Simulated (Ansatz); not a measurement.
SiC₂N₄ (model structure, Fd-3m, No. 227, 14 atoms in the cell), treated with PBEsol (Ansatz, a quantum-chemistry and plane-wave program, plane waves, PAW).

Run with plane-wave cutoff 520 eV, 8×8×8 k mesh, Fermi–Dirac smearing 0.01 eV, scalar-relativistic PAW data made under PBE.

Cell (relaxed with PBEsol):

```
CELL_PARAMETERS angstrom
      0.00000     3.59977     3.59977
      3.59977     0.00000     3.59977
      3.59977     3.59977     0.00000
ATOMIC_POSITIONS crystal
  C  0.12500 0.12500 0.12500
  C  0.62500 0.12500 0.12500
  C  0.12500 0.62500 0.12500
  C  0.12500 0.12500 0.62500
  Si 0.75000 0.75000 0.75000
  Si 0.50000 0.50000 0.50000
  N  0.36114 0.36114 0.36114
  N  0.91659 0.36114 0.36114
  N  0.36114 0.91659 0.36114
  N  0.36114 0.36114 0.91659
  N  0.88886 0.88886 0.88886
  N  0.33341 0.88886 0.88886
  N  0.88886 0.33341 0.88886
  N  0.88886 0.88886 0.33341
```

### Question
Predict the band gap and direct gap at Γ.

### Answer

band gap: 0.01 eV (under three smearing widths, so not firm)
direct gap at Γ: 0.08 eV

Note: the relaxation could raise the start's symmetry but not lower it, so the cell can be a saddle point.

The computed numbers hold no vibrational or temperature effects.

A model structure was made by putting elements into a prototype or built by hand; it is no filed structure, need not be a known phase, and can be a saddle point held by its symmetry.
